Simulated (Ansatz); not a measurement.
The reference is Tl2O in the anti-fluorite structure (space group Fm-3m, No. 225; a = 6.431 Å; a hypothetical phase, not in the database extracts checked).

The values are results of plane-wave PAW DFT at the PBEsol level (Ansatz, an electronic-structure program, 420 eV), no SOC, not measurements.

One change was made to it. Results:

```
quantity                              base        after
-----------------------------  -----------  -----------
density                        10.61 g/cm³  10.75 g/cm³
shortest interatomic distance      2.785 Å      2.772 Å
```

What was done to the base?
A. pressure 3 GPa
B. pressure 0.7 GPa
C. pressure 5 GPa

B, pressure 0.7 GPa. For comparison, the density in the other runs: pressure 5 GPa gives 11.52 g/cm³; pressure 3 GPa gives 11.19 g/cm³.

Load acts through the strain it causes; cell and atoms are relaxed under it. Whether these cells are dynamically stable was not tested. Competing high-pressure phases were not computed. All final runs are without spin polarisation.
